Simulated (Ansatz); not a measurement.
Consider the following.

```yaml
crystal:
  lattice:
    - [3.92516, 0.00000, 0.00000]
    - [-1.96258, 3.39929, 0.00000]
    - [0.00000, 0.00000, 6.26889]
  atoms:
    - { symbol: Si, position: [0.33333, 0.66667, 0.99824] }
    - { symbol: Si, position: [0.66667, 0.33333, 0.49824] }
    - { symbol: Si, position: [0.33333, 0.66667, 0.37676] }
    - { symbol: Si, position: [0.66667, 0.33333, 0.87676] }
```

These are r2SCAN with spin-orbit coupling, rigid bands (plane waves, PAW; Ansatz, a first-principles code) values and carry that method's errors. Condition of this run: biaxial stress in the c plane of -5.4 GPa (compression positive) (the target of the relaxation). Cell: cell and atoms relaxed with PBEsol, then loaded as said.

Task: What conductivity effective mass do dilute electrons have at 300 K?

Result: 0.21 (x), 0.21 (y), 1.07 (z) mₑ.

Task: Predict the hole conductivity mass (n e² τ/σ) at 300 K, by direction if it differs.

Result: 0.42 (x), 0.42 (y), 0.53 (z) mₑ.

Task: And the band gap?

Result: 0.54 eV at this level; semilocal functionals usually fall short of the measured gap.

Rigid bands, one relaxation time for all states, no polarons. Geometry: cell and atoms relaxed with PBEsol.
